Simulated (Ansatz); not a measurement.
# Si₃P₄ (model structure, started from the Si3N4 type, Fd-3m, No. 227, 14 atoms in the cell)

Computed with LDA in Ansatz (PAW).

Numerical settings: plane-wave cutoff 520 eV, 10×10×10 k mesh, Fermi–Dirac smearing 0.05 eV, scalar-relativistic PAW data made under PBE.

Cell (relaxed at this level):

```cif
data_P32Si24
_chemical_formula_sum 'Si24 P32'
_space_group_name_H-M_alt 'Fd-3m :1'
_space_group_IT_number 227
_space_group_name_Hall 'F 4d 2 3 -1d'
_cell_length_a 9.76293
_cell_length_b 9.76293
_cell_length_c 9.76293
_cell_angle_alpha 90.000
_cell_angle_beta 90.000
_cell_angle_gamma 90.000
loop_
_atom_site_label
_atom_site_type_symbol
_atom_site_symmetry_multiplicity
_atom_site_Wyckoff_symbol
_atom_site_fract_x
_atom_site_fract_y
_atom_site_fract_z
_atom_site_occupancy
Si1 Si 16 c 0.12500 0.12500 0.12500 1
Si2 Si 8 b 0.50000 0.50000 0.50000 1
P1 P 32 e 0.36567 0.36567 0.36567 1
```
(The calculation used a cell of 14 atoms; values per cell refer to that cell.)

For Si₃P₄ (model structure, started from the Si3N4 type, Fd-3m, No. 227, 14 atoms in the cell), the band gap comes out as zero (no gap).

Note: the relaxation could raise the start's symmetry but not lower it, so the cell can be a saddle point.

Computed values are for the static lattice.

A model structure was made by putting elements into a prototype or built by hand; it is no filed structure, need not be a known phase, and can be a saddle point held by its symmetry.

Ansatz is an electronic-structure program.
